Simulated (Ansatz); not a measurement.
The starting structures come from a database of crystals and need not be the phases stable at ambient conditions.

 Where the default PAW files enter, the runs use the earlier of Ansatz's two default sets.

Tunnelling through a barrier is set by its complex band structure: the current falls as exp(−2κd) with the smallest κ.

```yaml
crystal:
  lattice:
    - [5.94120, 0.00897, 0.00000]
    - [1.92094, 5.88711, 0.00000]
    - [2.97060, 0.00449, 5.14206]
  atoms:
    - { symbol: Al, position: [0.83343, 0.00000, 0.33315] }
    - { symbol: Al, position: [0.16657, 0.00000, 0.66685] }
    - { symbol: Cl, position: [0.21566, 0.77237, 0.00000] }
    - { symbol: Cl, position: [0.78434, 0.22763, 0.00000] }
    - { symbol: Cl, position: [0.07004, 0.22571, 0.35668] }
    - { symbol: Cl, position: [0.92996, 0.77429, 0.64332] }
    - { symbol: Cl, position: [0.57328, 0.77429, 0.35668] }
    - { symbol: Cl, position: [0.42672, 0.22571, 0.64332] }
```

Space group of this cell: C2/m. The cell was relaxed by PBE-D3(BJ).

Transport runs along the normal of the first two printed cell vectors.

The gap is the functional's own. No spin-orbit coupling. Mid-gap values are interpolated on the energy grid.

Q: Compute, with PBEsol (Ansatz, a program for electronic structure), the band gap and the smallest decay constant κ at mid-gap.

A: Gap 5.05 eV on a 6×6×6 mesh; κ = 0.341 1/Å, at the zone centre.
